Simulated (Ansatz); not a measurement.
Consider a periodic stack without vacuum, zinc-blende GaSb (1 1 1) on zinc-blende InAs (1 1 1) (film strained to the substrate, faces as cut): substrate slab As4In4, film Ga4Sb4, surface cells [[-1, 1], [-1, 0]] and [[0, -1], [1, -1]], film strained by -0.4 and -0.4 %, faces As/In and Sb/Ga as cut (like faces can put a slab off its formula). Its start:

```xyz
16
Lattice="4.3739 0.0000 0.0009 2.1870 3.7879 -0.0631 2.5602 0.0669 28.9238" Properties=species:S:1:pos:R:3 pbc="T T T"
As     4.6261     0.9437     0.2848
As     2.2217     2.4833     3.7850
As     2.1810     0.0795     7.3901
As     4.3849     1.3361    11.0159
In     4.4119     1.2001     2.9134
In     2.1804     2.5965     6.4429
In     2.1797     0.0473    10.0700
In     4.7924     1.6252    13.6740
Ga     7.3498     3.1092    17.7552
Ga     3.0059     0.5821    21.4816
Ga     5.1247     1.9694    25.0627
Ga     7.2070     3.5147    28.5783
Sb     7.0071     2.9161    15.0585
Sb     2.9861     0.6026    18.7895
Sb     5.1925     1.8638    22.3770
Sb     7.3092     3.2559    25.9416
```

The start was prepared with a machine-learned potential, and the result is one local minimum, with the in-plane cell held and forces under 0.04 eV/Å; the film can end far from its bulk form.

Method: PBE (plane waves to 420 eV, PAW; Ansatz, an electronic-structure program). No spin–orbit coupling. Its k-point mesh 6×6×1, Fermi–Dirac width 0.05 eV.

Task: Predict the relaxed interface.

Result: 
```
Quantity                                                                                                           Value
--------------------------------------------------------------------------------  --------------------------------------
interface area                                                                                                   16.6 Å²
period                                                                                                           28.71 Å
gaps between the outermost planes at the two interfaces                                                  1.17 and 0.70 Å
As–Ga contacts across the interfaces within 1.22 times the sum of covalent radii                          3, mean 2.62 Å
In–Sb contacts across the interfaces within 1.22 times the sum of covalent radii                          3, mean 2.78 Å
two interfaces                                                                    unlike, so that offsets are their mean
spin-polarised check at this geometry                                                            falls back to no moment
slope of the mean potential energy in the substrate                                                       -2.2 MV/cm × e
```
